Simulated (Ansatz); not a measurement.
Hypothetical diamond Mo: pressure series

Base system: Mo in the diamond structure (space group Fd-3m, No. 227; a = 5.687 Å; a hypothetical phase, not in the database extracts checked).

Cell and atoms are relaxed at each pressure.

Levels (all Ansatz, a first-principles code, PAW): PBE (420 eV, without spin-orbit coupling); PBEsol (420 eV, no spin-orbit coupling).

The base cell above is that of PBE; each level relaxes its own structures.

```csv
case,"lattice parameter a, PBE","lattice parameter a, PBEsol"
pressure −2 GPa,572.5 pm,564.4 pm
pressure −1 GPa,570.6 pm,?
pressure 0.3 GPa,568.2 pm,560.6 pm
pressure 0.7 GPa,567.5 pm,?
pressure 1.5 GPa,566.2 pm,?
pressure 3 GPa,563.7 pm,556.6 pm
pressure 5 GPa,560.7 pm,553.8 pm
pressure 7.5 GPa,557.1 pm,?
pressure 10 GPa,553.8 pm,547.6 pm
```

Problem. What belongs in the blanks?

Solution. 
- pressure −1 GPa, lattice parameter a, PBEsol: 562.7 pm
- pressure 0.7 GPa, lattice parameter a, PBEsol: 560.0 pm
- pressure 1.5 GPa, lattice parameter a, PBEsol: 558.7 pm
- pressure 7.5 GPa, lattice parameter a, PBEsol: 550.6 pm

PBE lies above PBEsol in every row, by 6.3 pm to 8.1 pm. They put the cases in the same order.

Load acts through the strain it causes; cell and atoms are relaxed under it. Whether these cells are dynamically stable was not tested. Competing high-pressure phases were not computed. The final runs are not spin-polarised.
